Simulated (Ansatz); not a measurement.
Structures of equal composition on the (113) surface of germanium: 1 pair of surface atoms bonded, H on both atoms of one pair (paired Ge at depth 0.0 Å) alone; 1 pair of surface atoms bonded, H on all but both atoms of one pair (paired Ge at depth 0.0 Å). The slabs share one bottom face, and each structure is named by its start. These are constructed structures in small cells; real faces may alloy, dewet or reconstruct in larger ones, and not all known structures of the face are among them. Slabs of about 14 Å with all that they carry, Fermi-Dirac smearing of 0.025 eV. Bottom of the slabs: built like the top, H on every dangling bond, free. Relaxed from the named starts with such symmetry as they have, on meshes of like density; energies extrapolated to zero smearing; no spin-orbit coupling, no U. Spin-polarised runs, if any, are marked in brackets, and their order is one that fits the cell; the others ran without spin. Where a second, spin-polarised start was run, the lower counts.

These are PBE (plane waves to 420 eV, PAW; Ansatz, a program for electronic structure) values and carry that method's errors.

Task: Rank these by energy per 1x1 cell (lowest first), as PBE gives it.

Result: 1 pair of surface atoms bonded, H on all but both atoms of one pair (paired Ge at depth 0.0 Å) (0.000 eV, gap 0.40 eV on the mesh), 1 pair of surface atoms bonded, H on both atoms of one pair (paired Ge at depth 0.0 Å) alone (0.044 eV, gap 0.28 eV on the mesh)
